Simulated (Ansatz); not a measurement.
Effect of Al → Be on Al

Base system: Al in the fcc (Cu type) structure (space group Fm-3m, No. 225; a = 4.0140 Å).

Now apply this change: every Al is replaced by Be; the structure is relaxed again.

The values are results of PBEsol (Ansatz, a first-principles code, PAW, without spin-orbit coupling), earlier PAW set, not measurements. Γ-centred 25×25×25 mesh, Fermi–Dirac width 0.05 eV, for the changed cell.

The volume per atom shrinks by 8.37 Å³ (16.17 Å³ → 7.80 Å³) and the density drops by 0.85 g/cm³ (2.77 g/cm³ → 1.92 g/cm³). The lattice parameter a decreases by 86.6 pm (401.4 pm → 314.8 pm) and the space group stays Fm-3m (No. 225). The band gap stays zero.

Cost of the whole job for the changed cell (relaxation, final SCF and bands): about 28 core-seconds (a rough figure).

Whether these cells are dynamically stable was not tested. As relaxed here, Be is a hypothetical phase, not in the database extracts checked.
